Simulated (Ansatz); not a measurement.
**Hypothetical fluorite BeBr2, pressure series**

Base system: BeBr2 in the fluorite structure (space group Fm-3m, No. 225; a = 6.485 Å; a hypothetical phase, not in the database extracts checked).

Cell and atoms are relaxed at each pressure.

Computed with plane-wave PAW DFT at the PBE level (Ansatz, an electronic-structure program, 420 eV), no spin-orbit coupling.

| P (GPa) | V (Å³/atom) |
|---|---|
| -2.00 | 23.809 |
| -1.00 | 23.233 |
| 1.81 | 21.944 |
| 4.22 | 21.091 |
| 9.00 | 19.790 |
| 18.00 | 18.093 |

**Question.** Fit a third-order Birch–Murnaghan equation of state.

**Answer.** Least squares on P(V) = (3B₀/2)[(V₀/V)^(7/3) − (V₀/V)^(5/3)]·[1 + (3/4)(B₀′ − 4)((V₀/V)^(2/3) − 1)] gives V₀ = 22.73 Å³/atom, B₀ = 48 GPa and B₀′ = 4.3.

Between the base and pressure 4.2 GPa the gap moves from 0.23 eV to 0.39 eV, a mean slope of 38 meV/GPa.

Load acts through the strain it causes; cell and atoms are relaxed under it. Whether these cells are dynamically stable was not tested. No other phases were tried under pressure. The zero or small gap of BeBr2 can change with the level of theory.
